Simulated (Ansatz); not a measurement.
For Zr2Cu (C2/m, No. 12; start mp-1077372; another space group than a measured phase of this formula), LDA (plane waves, PAW; Ansatz, an electronic-structure program) gives:

| Item | Value |
|---|---|
| equilibrium volume per atom | 18.24 Å³/atom |
| enthalpy of formation | -0.095 eV/atom |

What does PBEsol (PAW; Ansatz) give for the same quantities?


- equilibrium volume per atom: 18.81 Å³/atom (increases by 3.1 %)
- formation enthalpy: -0.090 eV/atom (moves by +0.005 eV/atom)

Changes are worked out from the printed values.

Unless a cell is named, each level is at its own relaxed cell (LDA 18.24, PBEsol 18.81 Å³/atom).

Caveats: the relaxation could not lower the start's symmetry, so the cell can be a saddle point above a distorted one (LDA, PBEsol). Ansatz's density-functional and Hartree–Fock values are scalar-relativistic unless marked +SOC, with PAW data made under PBE.

A start named mp-… is a Materials Project structure, which can be a computed phase never made.
